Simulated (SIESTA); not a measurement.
**SIESTA run on LaSi₂Pt₂ (I4/mmm, 5 atoms in the cell): self-consistent single point**

Level of theory: SIESTA with GGA PBEsol, numerical atomic orbitals DZP, PseudoDojo PBEsol standard norm-conserving potentials (rewritten from UPF to PSML).

Input:

```
# files in the folder: La.psml Si.psml Pt.psml (PseudoDojo PBEsol standard)
SystemName  La(SiPt)2
SystemLabel la(sipt)2

NumberOfAtoms                5
NumberOfSpecies              3
%block ChemicalSpeciesLabel
  1 57 La
  2 14 Si
  3 78 Pt
%endblock ChemicalSpeciesLabel
LatticeConstant              1.0 Ang
%block LatticeVectors
    -2.120460000    2.120460000    4.908929000
     2.120460000   -2.120460000    4.908929000
     2.120460000    2.120460000   -4.908929000
%endblock LatticeVectors
AtomicCoordinatesFormat      ScaledCartesian
%block AtomicCoordinatesAndAtomicSpecies
     0.000000000    0.000000000    0.000000000  1
     2.120460000    0.000000000    2.454464500  2
    -0.000000000    2.120460000    2.454464500  2
    -0.000000000    0.000000000    6.257608153  3
    -0.000000000    0.000000000    3.560249847  3
%endblock AtomicCoordinatesAndAtomicSpecies

XC.functional                GGA
XC.authors                   PBEsol
PAO.BasisSize                DZP
PAO.EnergyShift              0.01 Ry
MeshCutoff                   300 Ry
%block kgrid.MonkhorstPack
    9   0   0  0.0
    0   9   0  0.0
    0   0   9  0.0
%endblock kgrid.MonkhorstPack
OccupationFunction           MP
OccupationMPOrder            0
ElectronicTemperature        1578.21 K

MaxSCFIterations             150
SCF.Mixer.Method             Broyden
SCF.Mixer.Weight             0.1
SCF.Mixer.History            8
SCF.DM.Tolerance             1.0E-04
Diag.ParallelOverK           true
WriteForces                  true
```

Output, abridged:

```
reinit: Reading from file input.fdf

reinit: System Name: La(SiPt)2
reinit: System Label: la(sipt)2

coor:   Atomic-coordinates input format  =     Cartesian coordinates
coor:                                          (in units of alat)

siesta: Atomic coordinates (Bohr) and species
siesta:      0.00000   0.00000   0.00000  1        1
siesta:      4.00709   0.00000   4.63827  2        2
siesta:     -0.00000   4.00709   4.63827  2        3
siesta:     -0.00000   0.00000  11.82517  3        4
siesta:     -0.00000   0.00000   6.72790  3        5

siesta: System type = bulk

initatomlists: Number of atoms, orbitals, and projectors:      5    83   132

siesta: ******************** Simulation parameters ****************************
redata: Spin configuration                          = none
redata: Time-Reversal Symmetry                      = T
redata: Number of Atomic Species                    =        3
redata: Mesh Cutoff                                 =   300.0000 Ry
redata: Net charge of the system                    =     0.0000 |e|
redata: Min. number of SCF Iter                     =        0
redata: Max. number of SCF Iter                     =      150
redata: SCF convergence failure will abort job
redata: SCF mix quantity                            = Hamiltonian
redata: Mix DM or H after convergence               =   F
redata: Recompute H after scf cycle                 =   F
redata: Mix DM in first SCF step                    =   T
redata: No kicks to SCF
redata: DM Mixing Weight for Kicks                  =     0.5000
redata: Require Harris convergence for SCF          =   F
redata: Harris energy tolerance for SCF             =     0.000100 eV
redata: Require DM convergence for SCF              =   T
redata: DM tolerance for SCF                        =     0.000100
redata: Require EDM convergence for SCF             =   F
redata: EDM tolerance for SCF                       =     0.001000 eV
redata: Require H convergence for SCF               =   T
redata: Hamiltonian tolerance for SCF               =     0.001000 eV
redata: Require (free) Energy convergence for SCF   =   F
redata: (free) Energy tolerance for SCF             =     0.000100 eV
redata: Using DFT-D3 dispersion                     =   F
redata: Using Saved Data (generic)                  =   F
redata: Method of Calculation                       = Diagonalization
redata: Electronic Temperature                      =  1578.2100 K
redata: Number of TDED substeps                     =        3
redata: Dynamics option                             = Single-point calculation
redata: Save all siesta data in one NC              =   F
redata: ***********************************************************************

%block SCF.Mixers
  Broyden
%endblock SCF.Mixers

%block SCF.Mixer.Broyden
  # Mixing method
  method broyden

  # Mixing options
  weight 0.1000
  weight.linear 0.1000
  weight.prime 0.1000
  history 8
%endblock SCF.Mixer.Broyden

DM_history_depth set to one: no extrapolation allowed by default for geometry relaxation
Size of DM history Fstack: 1
Total number of electrons:    55.000000
Total ionic charge:    55.000000

* ProcessorY, Blocksize:    1  64

* Orbital distribution balance (max,min):    83    83

 Kpoints in:          405 . Kpoints trimmed:          365

siesta: k-grid: Number of k-points = 365
siesta: k-points from Monkhorst-Pack grid
siesta: k-cutoff (effective) =    19.084 Ang
siesta: k-point supercell and displacements
siesta: k-grid:     9     0     0      0.000
siesta: k-grid:     0     9     0      0.000
siesta: k-grid:     0     0     9      0.000

diag: Algorithm                                     = D&C
diag: Parallel over k                               =   F
diag: Use parallel 2D distribution                  =   F
diag: Parallel block-size                           = 64
diag: Parallel distribution                         =     1 x     1
diag: Used triangular part                          = Lower
diag: Absolute tolerance                            =  0.100E-15
diag: Orthogonalization factor                      =  0.100E-05
diag: Memory factor                                 =  1.0000

superc: Internal auxiliary supercell:     7 x     7 x     7  =     343
superc: Number of atoms, orbitals, and projectors:   1715  28469  45276

                        Single-point calculation

superc: Internal auxiliary supercell:     7 x     7 x     7  =     343
superc: Number of atoms, orbitals, and projectors:   1715  28469  45276

outcell: Unit cell vectors (Ang):
       -2.120460    2.120460    4.908929
        2.120460   -2.120460    4.908929
        2.120460    2.120460   -4.908929

outcell: Cell vector modules (Ang)   :    5.752416    5.752416    5.752416
outcell: Cell angles (23,13,12) (deg):    136.7388    136.7388     62.8401
outcell: Cell volume (Ang**3)        :     88.2891
new_DM -- step:     1
Initializing Density Matrix...

Attempting to read DM from file... Failed...
DM filled with atomic data:

InitMesh: MESH = 50 x 50 x 36 = 90000
InitMesh: Mesh cutoff (required, used) =   300.000   300.954 Ry

stepf: Methfessel-Paxton step function
       Using Hermite-Gauss polynomials of order  0

        iscf     Eharris(eV)        E_KS(eV)     FreeEng(eV)     dDmax    Ef(eV) dHmax(eV)
   scf:    1    -8126.616989    -8248.486996    -8248.510986  1.591844 -2.536978 27.812158
   scf:    2    -8306.105895    -8281.841666    -8281.858349  0.356485 -3.250154 14.408961
   scf:    3    -8296.765316    -8292.535591    -8292.547241  0.300741 -3.815797  2.378586
   scf:    4    -8292.218031    -8292.653028    -8292.662421  0.127258 -4.005825  1.617668
   scf:    5    -8293.029581    -8292.870945    -8292.881088  0.060292 -4.006818  0.825076
   scf:    6    -8292.948504    -8292.922114    -8292.932893  0.012030 -3.985853  0.249895
   [... 2 lines left out ...]
   scf:    9    -8292.926374    -8292.926354    -8292.937344  0.003885 -3.999340  0.036220
   scf:   10    -8292.926379    -8292.926367    -8292.937361  0.000158 -3.999468  0.033643
   scf:   11    -8292.926394    -8292.926408    -8292.937436  0.000509 -3.998578  0.001352
   scf:   12    -8292.926410    -8292.926409    -8292.937436  0.000041 -3.998668  0.001054
   scf:   13    -8292.926409    -8292.926409    -8292.937436  0.000034 -3.998732  0.000859

SCF Convergence by DM+H criterion
max |DM_out - DM_in|         :     0.0000337717
max |H_out - H_in|      (eV) :     0.0008588814
SCF cycle converged after 13 iterations

Using DM_out to compute the final energy and forces

siesta: E_KS(eV) =            -8292.9264

siesta: E_KS - E_eggbox =     -8292.9264

siesta: Atomic forces (eV/Ang):
     1    0.000000    0.000000    0.000000
     2   -0.002870    0.002870   -0.000000
     3    0.002870   -0.002870    0.000000
     4    0.000471    0.000471   -0.409298
     5   -0.000471   -0.000471    0.409298
   Tot    0.000000    0.000000    0.000000
   Max    0.409298
   Res    0.149462    sqrt( Sum f_i^2 / 3N )
   Max    0.409298    constrained

Stress tensor Voigt[x,y,z,yz,xz,xy] (kbar):      -88.09      -88.09      -63.39        0.22        0.22       -0.07
(Free)E + p*V (eV/cell)    -8288.5370
Target enthalpy (eV/cell)    -8292.9374

siesta: Program's energy decomposition (eV):
siesta: Ebs     =     -1564.829290
siesta: Eions   =     11568.615280
siesta: Ena     =      1856.150889
siesta: Ekin    =      2333.167183
siesta: Enl     =       574.820557
siesta: Eso     =         0.000000
siesta: Edftu   =         0.000000
siesta: DEna    =       109.580903
siesta: DUscf   =         4.092142
siesta: DUext   =         0.000000
siesta: Ex      =     -1484.570492
siesta: Ec      =      -117.552309
siesta: Exc     =     -1602.122801
siesta: Eharris =     -8292.926409
siesta: Etot    =     -8292.926409
siesta: FreeEng =     -8292.937436

siesta: Atomic forces (eV/Ang):
siesta:      1    0.000000    0.000000    0.000000
siesta:      2   -0.002870    0.002870   -0.000000
siesta:      3    0.002870   -0.002870    0.000000
siesta:      4    0.000471    0.000471   -0.409298
siesta:      5   -0.000471   -0.000471    0.409298
siesta: ----------------------------------------
siesta:    Tot    0.000000    0.000000    0.000000

siesta: Stress tensor (static) (eV/Ang**3):
siesta:    -0.054979   -0.000045    0.000140
siesta:    -0.000045   -0.054979    0.000140
siesta:     0.000140    0.000140   -0.039564

siesta: Cell volume =         88.289064 Ang**3

siesta: Pressure (static):
siesta:                Solid            Molecule  Units
siesta:           0.00054283          0.00058873  Ry/Bohr**3
siesta:           0.04984068          0.05405485  eV/Ang**3
siesta:          79.85357789         86.60542021  kBar
```

The run converged in 13 iterations.

The starting cell comes from a database of computed structures (which also holds hypothetical and non-ambient phases and stackings), without a prior relaxation at this level. Its lattice was rescaled by a random factor within 2.5 % of one. Spin polarisation is off. Values carry the incompleteness of an atom-centred basis. With a pressure of about 8 GPa the cell is away from its equilibrium volume at this level.

Cost on one core of a shared machine: roughly 70 s.
